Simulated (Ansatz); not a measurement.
We consider ZnS (model structure, within 0.1 Å of Fm-3m, No. 225, 8 atoms in the cell), described by r²SCAN (Ansatz, a first-principles code, plane waves, PAW).

Run with plane-wave cutoff 560 eV, 6×16×16 k mesh (along the axes of the cell as run), Fermi–Dirac smearing 0.05 eV, scalar-relativistic PAW data made under PBE.

Cell (relaxed with PBE-D3(BJ)):

```yaml
crystal:
  lattice:
    - [10.06852, 0.00000, 0.00000]
    - [0.00000, 3.55878, 0.00000]
    - [0.00000, 0.00000, 3.55902]
  atoms:
    - { symbol: Zn, position: [0.12500, 0.25000, 0.25023] }
    - { symbol: Zn, position: [0.37500, 0.75000, 0.75023] }
    - { symbol: Zn, position: [0.87500, 0.75000, 0.74977] }
    - { symbol: Zn, position: [0.62500, 0.25000, 0.24977] }
    - { symbol: S, position: [0.87500, 0.25000, 0.24989] }
    - { symbol: S, position: [0.62500, 0.75000, 0.74989] }
    - { symbol: S, position: [0.12500, 0.75000, 0.75011] }
    - { symbol: S, position: [0.37500, 0.25000, 0.25011] }
```

**Question.** Predict the band gap.

**Answer.** 
- band gap = 0.13 eV (under three smearing widths, so not firm)

Note: cell and atoms aren't relaxed at this level (pressure 1.7 GPa).

Static lattice: no zero-point or thermal effects.

It cost about 2.7 core-minutes (a rough figure) of CPU time.

A model structure was made by putting elements into a prototype or built by hand; it is no filed structure, need not be a known phase, and can be a saddle point held by its symmetry.
